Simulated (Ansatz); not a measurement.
KF in the rock salt structure (space group Fm-3m, No. 225)

```yaml
crystal:
  lattice:
    - [0.00000, 2.71039, 2.71039]
    - [2.71039, 0.00000, 2.71039]
    - [2.71039, 2.71039, 0.00000]
  atoms:
    - { symbol: F, position: [0.00000, 0.00000, 0.00000] }
    - { symbol: K, position: [0.50000, 0.50000, 0.50000] }
```

Level of theory: plane-wave PAW DFT at the PBE level (Ansatz, a first-principles code, 420 eV), spin-orbit coupling left out. Γ-centred 11×11×11 mesh, Fermi–Dirac width 0.05 eV.

| Property | Result |
|---|---|
| Volume per atom | 19.91 Å³ |
| Density | 2.42 g/cm³ |
| Band gap | 5.96 eV, direct at Γ |
| Electron mass | 0.55 mₑ |
| Lowest conduction-band minima above the VBM | Γ 5.96 eV |
| Total energy | -1174.401 eV/atom (σ→0; compares only within this code and set-up) |

Effective masses come from finite differences of ±0.01 Å⁻¹. Stability against distortions was not tested.
